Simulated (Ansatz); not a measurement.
System: interstitial H in amorphous Ga28O42 (a melt-quenched model of 70 atoms) (charge state +1). Method: PBE, PAW (plane waves to 420 eV; Ansatz, an electronic-structure program).

70-site cell at the glass model's own volume, the Γ point alone, smearing 0.01 eV, spin-restricted, no finite-size correction. Energies are static. This is one neighbourhood of one small, fast-quenched model, and the added charge may sit on a native defect of the glass. The charge state is imposed; whether it is stable for some Fermi level was not computed. Sites that were not tried may lie lower. The start lies 0.19 eV above the lowest site run (PBE).

Barriers: single points on a 2×2×2 k-point mesh shifted by half a step at the bands' geometries.

The step: several atoms move together, Ga the farthest; the atom moves 1.28 Å along (0.09, -0.05, -0.09) of the unit cell; the moving atom starts with neighbours O at 1.81, O at 1.88, O at 1.89, O at 1.93 Å and ends with O at 1.89, O at 1.92, O at 1.98, O at 2.07, O at 2.18, O at 2.40 Å.

Question: What migration barrier of this step does PBE, PAW give?

Answer: 0.41 eV forward and 0.10 eV backward. At the saddle the moving atom has neighbours O at 1.81, O at 1.88, O at 1.89, O at 2.29 Å. The saddle point's order was not checked.
